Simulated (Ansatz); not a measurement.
Consider HfO$_{2}$ (space group P4_2/nmc, No. 137; a = 3.567 Å, c = 5.166 Å).

The change: full substitution Hf → Zr, then cell and atoms are relaxed.

Levels (all Ansatz, a quantum-chemistry and plane-wave program, PAW): PBEsol (420 eV, no spin-orbit coupling); r2SCAN (500 eV, no spin-orbit coupling); HSE06 (420 eV, no spin-orbit coupling).

At the geometry relaxed with PBEsol, these levels gave the following band gaps, in shuffled order: (a) 4.61 eV, (b) 5.73 eV, (c) 4.00 eV.

Match each gap to its level.

(a) r2SCAN; (b) HSE06; (c) PBEsol.

Single points use the geometry relaxed with PBEsol. HSE06 gaps are upper bounds (no full band path). Stability against distortions was not tested. This is not the structure that ZrO2 has at room temperature and ambient pressure. This is not the structure that HfO2 has at room temperature and ambient pressure.
